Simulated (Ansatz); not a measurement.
System: HfO2 (P4₂/nmc, No. 137, 6 atoms in the cell; start mp-1018721; high-temperature phase). Method: PBE0 (PAW; Ansatz, a program for electronic structure).

Numerical settings: plane-wave cutoff 500 eV, 6×6×4 k mesh (along the axes of the cell as run), gaussian smearing 0.02 eV, scalar-relativistic PAW data made under PBE.

Cell (relaxed with r²SCAN):

```
CELL_PARAMETERS angstrom
      3.57683     0.00000     0.00000
      0.00000     3.57683     0.00000
      0.00000     0.00000     5.20272
ATOMIC_POSITIONS crystal
  Hf 0.50000 0.50000 0.50000
  Hf 0.00000 0.00000 0.00000
  O  0.00000 0.50000 0.69615
  O  0.00000 0.50000 0.19615
  O  0.50000 0.00000 0.80385
  O  0.50000 0.00000 0.30385
```

Problem. Estimate the band gap that the calculation returns.

Solution. 
band gap: 7.13 eV (on the SCF k mesh)

Note: held by symmetry at 0 K, a high-temperature phase can be a saddle point; cell and atoms aren't relaxed at this level (largest force component 0.05 eV/Å).

Spin–orbit coupling is not included.

Static lattice: no zero-point or thermal effects.

A start named mp-… is a Materials Project structure, which need not be a measured phase.
